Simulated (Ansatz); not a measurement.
# Converging shifted k-point meshes: CaPb (P4mm, 2 atoms in the cell)

```yaml
crystal:
  lattice:
    - [3.58447, 0.00000, 0.00000]
    - [0.00000, 3.58447, 0.00000]
    - [0.00000, 0.00000, 4.65065]
  atoms:
    - { symbol: Ca, position: [0.00000, 0.00000, 0.01075] }
    - { symbol: Pb, position: [0.50000, 0.50000, 0.50000] }
```

Method of the run: PBEsol, default PAW files made with PBE (plane waves; Ansatz, a first-principles code).

Base settings: basis.ecutwfc = 420 eV; kpoints.mp_grid.grid = 9 9 7; hamiltonian.xc = pbesol; hamiltonian.pseudopotentials = {kind: paw} (the program's default PAW files); scf.occupations.method = gaussian; scf.occupations.width = 0.1 eV.

In this ladder: kpoints.mp_grid.shift = 0.5 0.5 0.5.

Only quantities that move along the ladder and can be compared are tabulated.

The count of work is k-points × plane waves × bands × iterations; it is no time. Core times come from one kind of shared machine, to one figure; runs under 30 s give none.

The starting cell comes from a database of computed structures (which also holds hypothetical and non-ambient phases and stackings), without a prior relaxation at this level. Its lattice was rescaled by up to half a per cent. One atom was moved a little off its site on purpose. Ansatz's pressure includes its estimate of the finite-basis (Pulay) stress.

| kpoints.mp_grid.grid | free energy less the last step's (meV/atom) | pressure (GPa) | largest difference of a force vector from the last step's (eV/Å) | count of work / last | core time / last (rough) |
|---|---|---|---|---|---|
| 2 2 1 | 352.24 | -2.53 | 0.042 | 0.00069 | – |
| 2 2 2 | 1067.56 | 5.18 | 0.023 | 0.00069 | – |
| 3 3 2 | 185.57 | -1.89 | 0.000 | 0.0021 | – |
| 3 3 3 | 262.97 | -1.11 | 0.017 | 0.0042 | – |
| 4 4 3 | -113.59 | -1.76 | 0.026 | 0.0036 | – |
| 4 4 4 | -92.78 | -1.79 | 0.025 | 0.0036 | – |
| 5 5 4 | -29.67 | -1.60 | 0.003 | 0.0071 | – |
| 6 6 5 | 4.16 | -1.75 | 0.002 | 0.011 | – |
| 7 7 5 | 5.79 | -1.58 | 0.007 | 0.021 | – |
| 7 7 6 | 10.33 | -1.54 | 0.008 | 0.021 | – |
| 8 8 6 | 0.59 | -1.37 | 0.006 | 0.021 | – |
| 9 9 7 | 0.41 | -1.43 | 0.000 | 0.036 | – |
| 10 10 8 | -4.64 | -1.63 | 0.004 | 0.042 | – |
| 11 11 8 | -3.74 | -1.57 | 0.001 | 0.050 | – |
| 12 12 9 | 3.06 | -1.46 | 0.002 | 0.073 | – |
| 13 13 10 | 2.94 | -1.52 | 0.003 | 0.097 | – |
| 15 15 11 | -3.12 | -1.56 | 0.000 | 0.15 | – |
| 16 16 13 | 0.67 | -1.55 | 0.001 | 0.17 | – |
| 18 18 14 | -0.57 | -1.53 | 0.002 | 0.22 | – |
| 20 20 15 | -0.08 | -1.56 | 0.001 | 0.31 | 0.3 |
| 22 22 17 | -0.55 | -1.53 | 0.001 | 0.41 | 0.4 |
| 24 24 19 | -0.21 | -1.55 | 0.000 | 0.54 | 0.7 |
| 27 27 21 | -0.26 | -1.54 | 0.001 | 0.80 | 0.6 |
| 30 30 23 | 0.00 | -1.55 | 0.000 | 1.0 | 1 |

Coarsest kpoints.mp_grid.grid that holds the pressure within 0.05 GPa of the last step, with all finer ones: 13 13 10, at 0.097 of the last step's count of work; the step before is off by 0.08 GPa.

Coarsest kpoints.mp_grid.grid that holds the forces within 0.02 eV/Å of the last step, with all finer ones: 5 5 4, at 0.0071 of the last step's count of work; the step before is off by 0.025 eV/Å.

Coarsest kpoints.mp_grid.grid that holds the free energy within 5 meV/atom of the last step, with all finer ones: 8 8 6, at 0.021 of the last step's count of work; the step before is off by 10 meV/atom.

Two neighbours can agree and both be off: 12 12 9 and 13 13 10 differ by 0.12 meV/atom in the free energy, yet lie about 2.9 meV/atom from the last step.

Keys are those of Ansatz 0.2.
